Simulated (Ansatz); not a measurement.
Consider PbF2 in the fluorite structure (space group Fm-3m, No. 225).

```xyz
3
Lattice="0.0000 2.9493 2.9493 2.9493 0.0000 2.9493 2.9493 2.9493 0.0000" Properties=species:S:1:pos:R:3 pbc="T T T"
Pb     0.0000     0.0000     0.0000
F      1.4747     1.4747     1.4747
F      4.4240     4.4240     4.4240
```

Cartesian axes are those of the cell as printed.

Level of theory: Ansatz (a program for electronic structure), PBEsol, PAW, cutoff 420 eV, no SOC.

Base values:

The pressure is -0.01 GPa.

Modification: biaxial strain +0.42 %, plane normal [111], relaxed out of plane (Cartesian); in-plane vectors clamped, the third vector and the atoms free.

Task: What does the calculation give for the pressure after the change?

Result: The pressure (mean of the normal stresses, compression positive) drops by 0.26 GPa to -0.27 GPa.

Whether these cells are dynamically stable was not tested.
